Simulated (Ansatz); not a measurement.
Functionals compared on a constructed model of the (111) surface of fcc Pt, a pseudomorphic layer of In in the host's stacking (bottom of the slab: a bare face, its two planes held), in Ansatz (plane waves, PAW). The structure was relaxed with PBE; the other rows are single points on it. Cutoff 420 eV (500 eV for r2SCAN).

Model: 7-atom slab, 13.9 Å thick at the start, 15x15x1 mesh, Fermi-Dirac 0.1 eV, dipole correction, 2 atoms held, the rest relaxed; symmetry of the start imposed; no spin, no spin-orbit, no U. In PBE it is, or lies within 0.01 eV a 1x1 cell of, the lowest of the 2 structures of its composition computed so far; larger cells were not tried. These notes are the PBE run's.

```tsv
functional	work function of the top face (eV)	rough cost of the single point
PBE	3.77	–
RPBE	(withheld)	very roughly 40 core-seconds
r2SCAN	3.81	roughly 70 core-seconds
```

### Question
Some entries are withheld; supply them.

### Answer

- RPBE, work function of the top face (eV): 3.63

Ansatz is a program for electronic structure.
